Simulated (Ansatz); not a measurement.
An Ansatz (a program for electronic structure) run: K with a change (x(H) = 0.333, 3 atoms, I4/mmm); PBE, PAW, 420 eV (Ansatz; without spin-orbit coupling), earlier PAW set.

Input:

Ansatz 0.2 input:
```yaml
crystal:
  lattice:
    - [-1.8579584898, 1.8579584898, 7.4689615883]
    - [1.8579584898, -1.8579584898, 7.4689615883]
    - [1.8579584898, 1.8579584898, -7.4689615883]
  atoms:
    - { symbol: K, position: [0.8852307631, 0.8852307631, 0] }
    - { symbol: K, position: [0.1147692369, 0.1147692369, 0] }
    - { symbol: H, position: [0.5, 0.5, 0] }
basis: { ecutwfc: 420, ecutrho_ratio: 4, xc_grid: 2, fft_grid_basis: typed }
kpoints: { mp_grid: { grid: [18, 18, 18] } }
hamiltonian:
  xc: pbe
  dispersion: none
  pseudopotentials: { azcp: { folder: ./paw }, kind: paw }
scf: { occupations: { method: fermi_dirac, width: 0.05 }, convergence: { dr2_threshold: 0.0000000003 } }
output: { forces: true, stress: true }
checkpoint: { write: state.ck, write_every: 1000 }
```

Output:

```
WARN ansatz: RAYON_NUM_THREADS=1 ignored (pool sized by the plan → 1); use --threads N
Pseudopotentials: kind: paw
Pseudopotential: K, paw, valence charge 9
Pseudopotential: H, paw, valence charge 1
Functional definition: PBE
Crystal: 3 atoms, lattice volume = 103.132 Å³
Basis set: ecut = 420 eV, 2021 PW (Γ), exchange–correlation on 108×108×108 points (8 copies of the dense FFT grid, shifted against one another)
Bands: 14, of which v1, the nominal top of the filled ones, is band 10 counted from 1 (9 counted from 0)
Symmetry: 16 space group operations
Space group: I4/mmm (ITA 139), of the structure as read, at distance tolerance 4.7e-5 Å
k-points: 480 of 5832
Initial density: superposition of atomic densities (chi_scale 0.1, normalization cell, long waves kept (reshape's long-wave potential 0.12 eV rms))
Initial wavefunctions: pseudopotential atomic-orbital guess
Eigensolver: davidson
Functional: x = pbe(κ = 0.804, μ = 0.2195149727645171), c = pbe(β = 0.06672455060314922)
SCF iter   1: F=—  HF=-3091.771758 eV  |F-HF|=—  |Δ(HF+E_count)|=         —  Δρ=2.63e-2  dr2=1.16e0  ethr=3.10e-3  ⟨swp⟩=6.0  Hψ=38312  notcnv=0
all-band conjugate gradients solve this SCF's bands
preconditioner: auto → Kerker (q_TF=auto, 2.058 Å⁻¹)
SCF iter   2: F=—  HF=-3091.485991 eV  |F-HF|=—  |Δ(HF+E_count)|=   2.86e-1  Δρ=1.29e-2  dr2=3.89e-1  ethr=3.10e-3  ⟨swp⟩=2.0  Hψ=12580  notcnv=0  defer=10
SCF iter   3: F=—  HF=-3091.371529 eV  |F-HF|=—  |Δ(HF+E_count)|=   1.14e-1  Δρ=4.24e-3  dr2=2.43e-2  ethr=2.05e-3  ⟨swp⟩=2.8  Hψ=10287  notcnv=0  defer=19
SCF iter   4: F=—  HF=-3091.376297 eV  |F-HF|=—  |Δ(HF+E_count)|=   4.77e-3  Δρ=7.69e-4  dr2=1.06e-3  ethr=1.28e-4  ⟨swp⟩=2.1  Hψ=11759  notcnv=0  defer=30
SCF iter   5: F=—  HF=-3091.376811 eV  |F-HF|=—  |Δ(HF+E_count)|=   5.14e-4  Δρ=2.58e-4  dr2=1.16e-4  ethr=5.56e-6  ⟨swp⟩=2.4  Hψ=8767  notcnv=0  defer=30
SCF iter   6: F=—  HF=-3091.376891 eV  |F-HF|=—  |Δ(HF+E_count)|=   7.98e-5  Δρ=6.34e-5  dr2=1.25e-5  ethr=6.09e-7  ⟨swp⟩=2.0  Hψ=7452  notcnv=0  defer=30
SCF iter   7: F=—  HF=-3091.376871 eV  |F-HF|=—  |Δ(HF+E_count)|=   1.95e-5  Δρ=2.84e-5  dr2=3.47e-6  ethr=6.58e-8  ⟨swp⟩=2.1  Hψ=9942  notcnv=0  defer=30
SCF iter   8: F=—  HF=-3091.376869 eV  |F-HF|=—  |Δ(HF+E_count)|=   2.45e-6  Δρ=1.19e-5  dr2=6.69e-7  ethr=1.83e-8  ⟨swp⟩=2.3  Hψ=8365  notcnv=0  defer=30
SCF iter   9: F=—  HF=-3091.376749 eV  |F-HF|=—  |Δ(HF+E_count)|=   1.19e-4  Δρ=4.81e-6  dr2=1.39e-7  ethr=3.52e-9  ⟨swp⟩=2.0  Hψ=7513  notcnv=0  defer=29
SCF iter  10: F=—  HF=-3091.376749 eV  |F-HF|=—  |Δ(HF+E_count)|=   1.50e-8  Δρ=2.06e-6  dr2=1.47e-8  ethr=7.32e-10  ⟨swp⟩=3.0  Hψ=10510  notcnv=0  defer=29
SCF iter  11: F=—  HF=-3091.376749 eV  |F-HF|=—  |Δ(HF+E_count)|=   2.01e-9  Δρ=8.49e-7  dr2=1.39e-9  ethr=7.73e-11  ⟨swp⟩=2.3  Hψ=8308  notcnv=0  defer=29
SCF iter  12: F=-3091.376749 eV  HF=-3091.376749 eV  |F-HF|=5.09e-11  |Δ(HF+E_count)|=   1.25e-9  Δρ=1.69e-7  dr2=3.80e-11  ethr=1.58e-12  ⟨swp⟩=4.3  Hψ=21669  notcnv=0
SCF 1 converged in 12 iterations: F = -3091.376749 eV  dr2 = 3.80e-11
SCF converged after 12 iterations
Free energy (F): -3091.376749 eV
Harris-Foulkes:  -3091.376749 eV  (|F-HF|=5.09e-11)
Internal energy: -3091.369724 eV  (E = F + TS)
E sigma→0 (E₀):  -3091.373237 eV
Entropy (-TS):   -0.007025 eV (-2.342 meV/atom)
Fermi energy:    3.548164 eV
--- Per-component energies (eV) ---
  E_band       = -258.240250
  E_kinetic    = 520.048631
  E_local      = -1366.787208  (includes V_loc(G=0)·N_el)
  E_nonlocal   = 26.325758
  E_hartree    = 480.910126
  E_xc         = -278.174800
  E_vxc        = -340.205878  (∫ρ·V_xc dr)
  E_paw        = -1564.728252  (= ΣΔE_a)
  E_vpaw       = -59.441070  (= ΣTr[D̂ρ^β])
  E_aug_tail   = -0.000824  (compensation charges beyond the density's cutoff)
  E_ewald      = -908.963154
  E_smearing   = -0.007025  (= −TS)
  E_closure    = 0.000000  (closes the sum)
  Σ components = -3091.376749   (vs F -3091.376749, Δ=0.00e0)
  [band-id]    e_kinetic+e_local+e_nonlocal+2·e_hartree+e_vxc+e_vpaw+e_augmentation_tail = -258.240338   (vs E_band -258.240250, Δ=-8.78e-5)
--- Forces (eV/Å), atoms counted from 1 ---
  atom   1  K     -0.00000000     0.00000000    -0.00507292
  atom   2  K      0.00000000     0.00000000     0.00507292
  atom   3  H      0.00000000     0.00000000     0.00000000
  max |Σ_I F_I| component: 1.04e-17 eV/Å
--- Stress (GPa, compression-positive) ---
       -0.009811      -0.000000       0.000000
       -0.000000      -0.009811       0.000000
       -0.000000      -0.000000       0.013579
  P = ⅓ Tr σ = -0.0020 GPa (-0.020 kbar)
  The stress holds the Pulay correction. Without it, at fixed plane waves, as pw.x and ABINIT print it: P = -0.0155 GPa
  The stress includes an estimate of the error left by incomplete SCF convergence (largest component 0.0001 GPa).
--- Band table ---
  band table: none
```

Each cell is one ordered arrangement of few atoms, which overstates ordering effects compared with a random alloy. Whether these cells are dynamically stable was not tested. The final runs are not spin-polarised. An odd electron count without spin: K2H. The cell was made from K by this change: x(H) = 0.333, 3 atoms, I4/mmm. Under x(H) = 0.333, 3 atoms, I4/mmm the cell changed shape so far that it is another structure.
